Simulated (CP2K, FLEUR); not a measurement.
A CP2K input for a self-consistent single point of Te2Mo (P6_3/mmc, 6 atoms in the cell) (DFT PBE, GPW, DZVP-MOLOPT-SR-GTH basis, GTH-PBE potentials (GTH_POTENTIALS)):

```
&GLOBAL
  PROJECT bulk
  RUN_TYPE ENERGY_FORCE
  PRINT_LEVEL MEDIUM
&END GLOBAL
&FORCE_EVAL
  METHOD Quickstep
  STRESS_TENSOR ANALYTICAL
  &DFT
    BASIS_SET_FILE_NAME BASIS_MOLOPT
    POTENTIAL_FILE_NAME GTH_POTENTIALS
    &QS
      METHOD GPW
      EPS_DEFAULT 1E-10
    &END QS
    &MGRID
      CUTOFF 500
      REL_CUTOFF 60
      NGRIDS 5
    &END MGRID
    &SCF
      SCF_GUESS ATOMIC
      EPS_SCF 1E-6
      MAX_SCF 100
      ADDED_MOS 9
      &DIAGONALIZATION
        ALGORITHM STANDARD
      &END DIAGONALIZATION
      &MIXING
        METHOD BROYDEN_MIXING
        ALPHA 0.3
        NBUFFER 10
        BETA 1
      &END MIXING
    &END SCF
    &KPOINTS
      SCHEME MONKHORST-PACK 6 6 2
      GAMMA_CENTERED T
    &END KPOINTS
    &XC
      &XC_FUNCTIONAL PBE
      &END XC_FUNCTIONAL
    &END XC
    &PRINT
      &MO
        EIGENVALUES T
        OCCUPATION_NUMBERS T
        NDIGITS 8
        FILENAME mo
        &EACH
          QS_SCF 0
        &END EACH
        ADD_LAST NUMERIC
      &END MO
      &MULLIKEN ON
      &END MULLIKEN
    &END PRINT
  &END DFT
  &SUBSYS
    &CELL
      ABC 3.43109000 3.43108905 14.09500200
      ALPHA_BETA_GAMMA 90.00000000 90.00000000 120.00000921
      PERIODIC XYZ
    &END CELL
    &COORD
      Te      -0.00000172     1.98094099     8.84912416
      Te       1.71554672     0.99046901     5.24587784
      Te       1.71554672     0.99046901     1.80162316
      Te      -0.00000172     1.98094099    12.29337884
      Mo      -0.00000172     1.98094099     3.52375050
      Mo       1.71554672     0.99046901    10.57125150
    &END COORD
    &KIND Te
      BASIS_SET DZVP-MOLOPT-SR-GTH
      POTENTIAL GTH-PBE-q6
    &END KIND
    &KIND Mo
      BASIS_SET DZVP-MOLOPT-SR-GTH
      POTENTIAL GTH-PBE-q14
    &END KIND
  &END SUBSYS
  &PRINT
    &FORCES ON
    &END FORCES
    &STRESS_TENSOR ON
    &END STRESS_TENSOR
  &END PRINT
&END FORCE_EVAL
```

**Question.** Translate this input to FLEUR.

**Answer.** One input that does it (others would too):

Input of the input generator:

```
Te2Mo FLAPW
&input film=f /
1.0000000000 0.0000000431 0.0000000000
-0.5000000373 0.8660253823 0.0000000000
0.0000000000 0.0000000000 4.1080253259
6.4838192059
1.0 1.0 1.0

6
52 0.3333333333 0.6666666667 0.6278200000
52 0.6666666667 0.3333333333 0.3721800000
52 0.6666666667 0.3333333333 0.1278200000
52 0.3333333333 0.6666666667 0.8721800000
42 0.3333333333 0.6666666667 0.2500000000
42 0.6666666667 0.3333333333 0.7500000000

&comp jspins=1 /
&kpt div1=6 div2=6 div3=2 gamma=t /
&end /
```

```xml
<?xml version="1.0" encoding="UTF-8" standalone="no"?>
<fleurInput fleurInputVersion="0.39">
   <comment>
      Te2Mo FLAPW                                                                                         
   </comment>
   <calculationSetup>
      <cutoffs Kmax="4.2" Gmax="14.7" GmaxXC="14.7" numbands="0"/>
      <scfLoop itmax="60" minDistance="0.00001" maxIterBroyd="99" imix="Anderson" alpha="0.05" precondParam="0.0" spinf="2.0"/>
      <coreElectrons ctail="T" frcor="F" kcrel="0" coretail_lmax="0"/>
      <xcFunctional name="pbe" relativisticCorrections="F"/>
      <magnetism jspins="1"/>
      <soc l_soc="F" theta="0.0" phi="0.0" spav="F"/>
      <expertModes spex="0" secvar="F"/>
      <geometryOptimization l_f="T" forcealpha="1.0" forcemix="BFGS" epsdisp="0.00001" epsforce="0.00001"/>
      <ldaU l_linMix="F" mixParam="0.05" spinf="1.0"/>
   </calculationSetup>
   <cell>
      <bzIntegration valenceElectrons="92.0" mode="hist" fermiSmearingEnergy="0.0001">
         <kPointListSelection listName="default-1"/>
         <!-- k-points included here -->
         <xi:include xmlns:xi="http://www.w3.org/2001/XInclude" href="kpts.xml"> </xi:include>
      </bzIntegration>
      <!-- symmetry operations included here -->
      <xi:include xmlns:xi="http://www.w3.org/2001/XInclude" href="sym.xml"> </xi:include>
      <bulkLattice scale="1.0">
         <bravaisMatrix>
            <row-1>    6.4838192058999997     0.0000002794526078     0.0000000000000000</row-1>
            <row-2>   -3.2419098447964561     5.6151520065536298     0.0000000000000000</row-2>
            <row-3>    0.0000000000000000     0.0000000000000000    26.6356935063940234</row-3>
         </bravaisMatrix>
      </bulkLattice>
   </cell>
   <atomSpecies>
      <species name="Tellurium (Te)" element="Te" atomicNumber="52">
         <mtSphere radius="2.37" gridPoints="817" logIncrement="0.016"/>
         <atomicCutoffs lmax="10" lnonsphr="8"/>
         <electronConfig flipSpins="F">
            <coreConfig>(1s1/2) (2s1/2) (2p1/2) (2p3/2) (3s1/2) (3p1/2) (3p3/2) (4s1/2) (3d3/2) (3d5/2) (4p1/2) (4p3/2)</coreConfig>
            <valenceConfig>(5s1/2) (4d3/2) (4d5/2) (5p1/2) (5p3/2)</valenceConfig>
            <stateOccupation state="(5p1/2)" spinUp="0.6666666666667" spinDown="0.6666666666667"/>
            <stateOccupation state="(5p3/2)" spinUp="1.3333333333333" spinDown="1.3333333333333"/>
         </electronConfig>
         <energyParameters s="5" p="5" d="5" f="4"/>
         <lo type="SCLO" l="2" n="4" eDeriv="0"/>
      </species>
      <species name="Molybdenum (Mo)" element="Mo" atomicNumber="42">
         <mtSphere radius="2.37" gridPoints="817" logIncrement="0.016"/>
         <atomicCutoffs lmax="10" lnonsphr="8"/>
         <electronConfig flipSpins="F">
            <coreConfig>(1s1/2) (2s1/2) (2p1/2) (2p3/2) (3s1/2) (3p1/2) (3p3/2) (3d3/2) (3d5/2)</coreConfig>
            <valenceConfig>(4s1/2) (4p1/2) (4p3/2) (5s1/2) (4d3/2) (4d5/2)</valenceConfig>
            <stateOccupation state="(5s1/2)" spinUp="0.5" spinDown="0.5"/>
            <stateOccupation state="(4d3/2)" spinUp="1.0" spinDown="1.0"/>
            <stateOccupation state="(4d5/2)" spinUp="1.5" spinDown="1.5"/>
         </electronConfig>
         <energyParameters s="5" p="5" d="4" f="4"/>
         <lo type="SCLO" l="0" n="4" eDeriv="0"/>
         <lo type="SCLO" l="1" n="4" eDeriv="0"/>
      </species>
   </atomSpecies>
   <atomGroups>
      <atomGroup species="Tellurium (Te)">
         <relPos label="                   1">1.000/3.000 -1.000/3.000 -.3721800000</relPos>
         <relPos label="                   2">-1.000/3.000 1.000/3.000 .3721800000</relPos>
         <relPos label="                   3">-1.000/3.000 1.000/3.000 .1278200000</relPos>
         <relPos label="                   4">1.000/3.000 -1.000/3.000 -.1278200000</relPos>
         <force calculate="T" relaxXYZ="TTT"/>
      </atomGroup>
      <atomGroup species="Molybdenum (Mo)">
         <relPos label="                   5">1.000/3.000 -1.000/3.000 1.000/4.000</relPos>
         <relPos label="                   6">-1.000/3.000 1.000/3.000 -1.000/4.000</relPos>
         <force calculate="T" relaxXYZ="TTT"/>
      </atomGroup>
   </atomGroups>
   <output dos="F" band="F" slice="F">
      <checks vchk="F" cdinf="F"/>
      <bandDOS minEnergy="-.5*Htr" maxEnergy="0.5*Htr" sigma="0.015" storeEVData="T"/>
      <vacuumDOS vacdos="F" integ="F" star="F" nstars="0" locx1="0.0" locy1="0.0" locx2="0.0" locy2="0.0" nstm="0" tworkf="0.0"/>
      <unfoldingBand unfoldBand="F" supercellX="1" supercellY="1" supercellZ="1"/>
      <plotting iplot="0" polar="F">
         <plot TwoD="T" vec1="  1.0  0.0  0.0" vec2="  0.0  1.0  0.0" vec3="  0.0  0.0  1.0" zero="  0.0  0.0  0.0" file="plot"/>
      </plotting>
      <chargeDensitySlicing numkpt="0" minEigenval="0.0" maxEigenval="0.0" nnne="0" pallst="F"/>
      <specialOutput eonly="F"/>
      <magneticCircularDichroism mcd="F" energyLo="-10.0" energyUp="0.0"/>
   </output>
  <!-- We include the file relax.xml here to enable relaxations (see documentation) -->
  <xi:include xmlns:xi="http://www.w3.org/2001/XInclude" href="relax.xml"> <xi:fallback/> </xi:include>
</fleurInput>
```

Basis settings and potentials, where a program has them, do not carry over. This input uses DFT, PBE, all-electron FLAPW (FLEUR), scalar-relativistic valence.

The starting cell comes from a database of computed structures (which also holds hypothetical and non-ambient phases and stackings), without a prior relaxation at this level. Its lattice was rescaled by a random factor within 2.5 % of one. For this run, on top of that: lattice scaled by 0.98.
